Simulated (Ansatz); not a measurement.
Input:

```yaml
crystal:
  lattice:
    - [0.00000, 2.18138, 2.18138]
    - [2.18138, 0.00000, 2.18138]
    - [2.18138, 2.18138, 0.00000]
  atoms:
    - { symbol: Si, position: [0.00000, 0.00000, 0.00000] }
    - { symbol: C, position: [0.25000, 0.25000, 0.25000] }
```

No spin polarisation.

The values are results of r2SCAN, PAW, 500 eV (Ansatz, a quantum-chemistry and plane-wave program; scalar-relativistic without spin-orbit coupling), not measurements. Settings: 13×13×13 k-points, 0.05 eV Fermi–Dirac smearing.

Task: Predict the electron mass, band gap, gap character and smallest direct gap.

Result: Electron mass: 0.64 mₑ along k, 0.23 mₑ across (at X)
Band gap: 1.72 eV
Gap character: indirect, Γ → X
Smallest direct gap: 5.04 eV

Load acts through the strain it causes; cell and atoms are relaxed under it. Masses are band curvatures over ±0.01 Å⁻¹ around the edge. Along k means along the line from Γ to the band edge. Whether these cells are dynamically stable was not tested. The cell was made from SiC in the zinc blende structure (space group F-43m, No. 216) by this change: pressure −1 GPa.
